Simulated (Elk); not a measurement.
Elk run on Be3Ir (I4/mmm, 4 atoms in the cell): self-consistent single point.

Method: LDA (PW92), all-electron FP-LAPW, Elk's shipped species files, default APW+lo basis in Elk.

```
Be3Ir
1.0
   -1.63128     1.63128     3.62485
    1.63128    -1.63128     3.62485
    1.63128     1.63128    -3.62485
Be Ir
3 1
Cartesian
  0.00000   1.63128   1.81242
  1.63128   0.00000   1.81242
  0.00000   0.00000   3.62485
  0.00000   0.00000   0.00000
```

Reference input (self-consistent single point, DFT, LDA (PW92), all-electron FP-LAPW, Elk's shipped species files, default APW+lo basis): swidth = 0.00183747 Ha; ngridk = 7 7 7; rmtscf = 0.89; maxscl = 100. This run's input differs from it in these lines:

```diff
@@ -7,3 +7,3 @@
 swidth
-  0.00183747
+  0.0183747
```

Output (repeated stretches shortened):

```
│ Self-consistent loop started │
│ Loop number : 1 │
 total energy                :     -17876.5226462
│ Loop number : 2 │
 total energy                :     -17877.4102318
RMS change in Kohn-Sham potential (target) :   0.1467146337     (  0.1000000000E-05)
Absolute change in total energy (target)   :   0.8875855879     (  0.1000000000E-03)
│ Loop number : 3 │
 total energy                :     -17882.2260272
RMS change in Kohn-Sham potential (target) :   0.1075185545     (  0.1000000000E-05)
Absolute change in total energy (target)   :    5.037691827     (  0.1000000000E-03)
│ Loop number : 4 │
   [... lines left out ...]
Absolute change in total energy (target)   :   0.7713137566E-03 (  0.1000000000E-03)
│ Loop number : 14 │
 total energy                :     -17891.9868083
RMS change in Kohn-Sham potential (target) :   0.5498025472E-07 (  0.1000000000E-05)
Absolute change in total energy (target)   :   0.1968898287E-03 (  0.1000000000E-03)
│ Loop number : 15 │
 total energy                :     -17891.9868072
RMS change in Kohn-Sham potential (target) :   0.1699319469E-07 (  0.1000000000E-05)
Absolute change in total energy (target)   :   0.4816745059E-04 (  0.1000000000E-03)
Convergence targets achieved

│ Loop number : 16 │

Energies :
 Fermi                       :     0.355792303353
 total energy                :     -17891.9868081

Density of states at Fermi energy :    30.15496362
 (states/Hartree/unit cell)

Estimated indirect band gap :   0.1342811251E-02
 from k-point     40 to k-point     29
Estimated direct band gap   :   0.3478208845E-01
 at k-point     21

Charges :
 core                        :    54.00000000
 valence                     :    35.00000000
 interstitial                :    5.529431583
 muffin-tins (core leakage)
  species :    1 (Be)
   atom    1                 :    2.586923483     (  0.3448189652E-02)
   atom    2                 :    2.586923483     (  0.3448189652E-02)
   atom    3                 :    2.611907111     (  0.3475906204E-02)
  species :    2 (Ir)
   atom    1                 :    75.68481434     (  0.1196744326E-02)
 total in muffin-tins        :    83.47056842
 total calculated charge     :    88.98363339
 total charge                :    89.00000000
 error                       :   0.1636660976E-01

│ Self-consistent loop stopped │
```

The run converged in 16 iterations. The count includes the last loop, which Elk runs after its targets are met. Against the reference run the free energy goes down by 121 meV/atom.

The starting cell comes from a database of computed structures (which also holds hypothetical and non-ambient phases and stackings), without a prior relaxation at this level. Its lattice was rescaled by a random factor within 2.5 % of one. Spin-orbit coupling is off. Spin polarisation is off. Values depend on the basis (sphere radii, cutoffs, local orbitals), which need not be converged. The log's line on a gap gives a spacing of levels on this mesh, which the program prints for metals too.
